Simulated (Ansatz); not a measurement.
Where the default PAW files enter, the runs use the earlier of Ansatz's two default sets.

**Evanescent states of MoSe2 (P6_3/mmc, 6 atoms a cell, 20.0 Å³ an atom) along the normal of (110)**

Computed with PBEsol (plane waves, PAW; Ansatz, a first-principles code).

The gap is the functional's own, uncorrected, and κ follows it; spin-orbit coupling is left out. Mid-gap values are interpolated between the computed energies.

Energies count from the valence-band top; κ is the least over a 6×4 mesh across the current.

```
E (eV)  κ (1/Å)  where
------  -------  -----
0.03      0.081      Γ
0.09      0.142      Γ
0.15      0.185      Γ
0.21      0.200      Γ
0.27      0.202      Γ
0.33      0.203      Γ
0.39      0.202      Γ
0.45      0.189      Γ
0.51      0.174      Γ
0.57      0.157      Γ
0.63      0.135      Γ
0.69      0.105      Γ
0.75      0.058      Γ
```

Q: How thick must the barrier be to attenuate the transmission by 10^4 when the electrodes' Fermi level lies at 0.27 eV, and what attenuation does that film give at 0.09 eV?

A: d = 4 ln 10 / (2 × 0.202) = 22.8 Å. At 0.09 eV it gives 4 × 0.142/0.202 = 2.8 decades.
